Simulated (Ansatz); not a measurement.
Take Si in the diamond structure (space group Fd-3m, No. 227; a = 5.402 Å) as the base.

Computed with Ansatz (a first-principles code), LDA, PAW, cutoff 420 eV, no spin-orbit coupling.

Strains are applied to the cell and any free atomic positions relax.

One change was made to it. Results:

| quantity | base | after |
|---|---|---|
| energy relative to the base (free energy F) | 0 meV/atom | +36 meV/atom |
| pressure | -0.1 kbar | 85.9 kbar |
| width of the top valence band | 3.94 eV | 4.28 eV |
| hole mass (degenerate bands, along [100]) | 0.17, 0.26, 0.26 mₑ (at Γ) | 0.20, 0.25, 0.25 mₑ (at Γ) |

Task: Which change produced these results?
(A) isotropic strain +0.50 %
(B) isotropic strain +3.00 %
(C) isotropic strain −2.50 %
(D) isotropic strain −2.00 %
(E) isotropic strain −1.00 %

Result: C, isotropic strain −2.50 %. For comparison, the energy relative to the base in the other runs: isotropic strain −1.00 % gives +5.5 meV/atom; isotropic strain +0.50 % gives +1.3 meV/atom; isotropic strain +3.00 % gives +44 meV/atom; isotropic strain −2.00 % gives +23 meV/atom.

The levels and masses belong to the bands next to the band gap. Effective masses come from finite differences of ±0.01 Å⁻¹. Stability against distortions was not tested.
